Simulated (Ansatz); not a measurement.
Electronic density of states of amorphous Zr$_{20}$O$_{43}$Y$_{2}$, density 5.28 g/cm³, on a 2×2×2 Γ-centred mesh with a Gaussian width of 0.1 eV; energies count from the Fermi level, whose place inside the gap is arbitrary. Cell and mesh are small, so fine structure isn't converged. These are PBE, scalar-relativistic without spin-orbit coupling (plane waves to 420 eV, PAW; Ansatz, a first-principles code) values and carry that method's errors. Sampling: a 2×2×2 Γ-centred mesh; Fermi-Dirac width 0.02 eV; no spin polarisation. At PBE the levels at the filled edge of the gap are localised (band-tail or defect states).

Preparation: random packing, a CHGNet melt and quench, and a DFT relaxation. O atoms were pushed apart under 1.9 Å during the dynamics, to hinder bonds among them. The hot cell started wider than the set density and was brought back towards it in steps. It is the lowest in DFT energy of 2 quenches. It is a model cell: composition and starting density were chosen by hand, and all elements were melted together. No dispersion term was used. Its density started from a set value of 5.28 and ended at 5.28 g/cm³. The quench (nominally 450 K/ps over its main leg) was far faster than any real one, so the model tends to hold more defects than a real film. A cell of this size samples the disorder only roughly. The volume was held where the preparation left it and the shape relaxed, at a PBE pressure of -1.4 GPa (tension). Stress components on the final sampling reach 1.4 GPa. On a 2×2×2 Γ-centred mesh force components of up to 0.14 eV/Å stay, since the relaxation ran on the zone centre alone.

(E - EF (eV), states/(eV atom)): (-12.00, 0.00); (-11.90, 0.00); (-11.80, 0.00); (-11.70, 0.00); (-11.60, 0.00); (-11.50, 0.00); (-11.40, 0.00); (-11.30, 0.00); (-11.20, 0.00); (-11.10, 0.00); (-11.00, 0.00); (-10.90, 0.00); (-10.80, 0.00); (-10.70, 0.00); (-10.60, 0.00); (-10.50, 0.00); (-10.40, 0.00); (-10.30, 0.00); (-10.20, 0.00); (-10.10, 0.00); (-10.00, 0.00); (-9.90, 0.00); (-9.80, 0.00); (-9.70, 0.00); (-9.60, 0.00); (-9.50, 0.00); (-9.40, 0.00); (-9.30, 0.00); (-9.20, 0.00); (-9.10, 0.00); (-9.00, 0.00); (-8.90, 0.00); (-8.80, 0.00); (-8.70, 0.00); (-8.60, 0.00); (-8.50, 0.00); (-8.40, 0.00); (-8.30, 0.00); (-8.20, 0.00); (-8.10, 0.00); (-8.00, 0.00); (-7.90, 0.00); (-7.80, 0.00); (-7.70, 0.00); (-7.60, 0.00); (-7.50, 0.00); (-7.40, 0.00); (-7.30, 0.00); (-7.20, 0.00); (-7.10, 0.00); (-7.00, 0.00); (-6.90, 0.00); (-6.80, 0.00); (-6.70, 0.00); (-6.60, 0.05); (-6.50, 0.23); (-6.40, 0.38); (-6.30, 0.45); (-6.20, 0.61); (-6.10, 0.63); (-6.00, 0.61); (-5.90, 0.63); (-5.80, 0.68); (-5.70, 0.75); (-5.60, 0.81); (-5.50, 0.92); (-5.40, 1.00); (-5.30, 1.03); (-5.20, 0.97); (-5.10, 0.93); (-5.00, 0.91); (-4.90, 0.94); (-4.80, 0.95); (-4.70, 0.89); (-4.60, 0.86); (-4.50, 0.81); (-4.40, 0.80); (-4.30, 0.88); (-4.20, 0.92); (-4.10, 0.91); (-4.00, 0.93); (-3.90, 0.93); (-3.80, 0.89); (-3.70, 0.90); (-3.60, 0.96); (-3.50, 0.96); (-3.40, 0.95); (-3.30, 0.97); (-3.20, 0.98); (-3.10, 0.99); (-3.00, 1.04); (-2.90, 1.01); (-2.80, 1.00); (-2.70, 1.01); (-2.60, 0.94); (-2.50, 0.90); (-2.40, 0.90); (-2.30, 0.91); (-2.20, 0.86); (-2.10, 0.60); (-2.00, 0.38); (-1.90, 0.45); (-1.80, 0.44); (-1.70, 0.21); (-1.60, 0.03); (-1.50, 0.00); (-1.40, 0.00); (-1.30, 0.00); (-1.20, 0.00); (-1.10, 0.00); (-1.00, 0.00); (-0.90, 0.00); (-0.80, 0.00); (-0.70, 0.00); (-0.60, 0.00); (-0.50, 0.00); (-0.40, 0.00); (-0.30, 0.00); (-0.20, 0.00); (-0.10, 0.00); (0.00, 0.00); (0.10, 0.00); (0.20, 0.00); (0.30, 0.00); (0.40, 0.00); (0.50, 0.00); (0.60, 0.00); (0.70, 0.00); (0.80, 0.00); (0.90, 0.00); (1.00, 0.00); (1.10, 0.00); (1.20, 0.00); (1.30, 0.00); (1.40, 0.00); (1.50, 0.00); (1.60, 0.03); (1.70, 0.16); (1.80, 0.27); (1.90, 0.30); (2.00, 0.39); (2.10, 0.49); (2.20, 0.55); (2.30, 0.55); (2.40, 0.61); (2.50, 0.69); (2.60, 0.64); (2.70, 0.62); (2.80, 0.72); (2.90, 0.74); (3.00, 0.74); (3.10, 0.73); (3.20, 0.74); (3.30, 0.82); (3.40, 0.85)

The level gap on this mesh is 3.44 eV; the broadening fills part of it in the curve.
